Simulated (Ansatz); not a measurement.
## TiAl with two functionals, biaxial strain +1.75 %, plane normal [001], relaxed out of plane

Base system: TiAl (space group P4/mmm, No. 123; a = 2.824 Å, c = 4.075 Å; relaxed with 0.1 eV smearing). Axes: x, y, z lie along a, b, c of the conventional cell.

(Cell as relaxed with PBE.)

Levels (all Ansatz, a quantum-chemistry and plane-wave program, PAW, earlier PAW set): PBE (420 eV, no spin-orbit coupling); r2SCAN (500 eV, no spin-orbit coupling).

Each level relaxes its own structure.

```csv
base,PBE,r2SCAN
volume per atom,16.25 Å³,16.07 Å³
lattice parameter a,5.336 bohr,5.315 bohr
band gap,zero,zero
```

Now apply this change: biaxial strain +1.75 %, plane normal [001], relaxed out of plane (Cartesian); in-plane vectors clamped, the third vector and the atoms free.

| quantity | PBE | r2SCAN |
|---|---|---|
| pressure (mean of the normal stresses, compression positive) | -1.8 GPa | ? |
| shortest interatomic distance | 5.387 bohr | ? |

**Question.** What does r2SCAN give?

**Answer.** 
- pressure (mean of the normal stresses, compression positive), r2SCAN: -2.0 GPa
- shortest interatomic distance, r2SCAN: 5.371 bohr

PBE's pressure lies 0.2 GPa above r2SCAN's; PBE's shortest interatomic distance lies 0.016 bohr above r2SCAN's (0.3 %). Neither level is exact; r2SCAN is the comparison here, not a measurement.

Whether these cells are dynamically stable was not tested. The final runs are not spin-polarised.
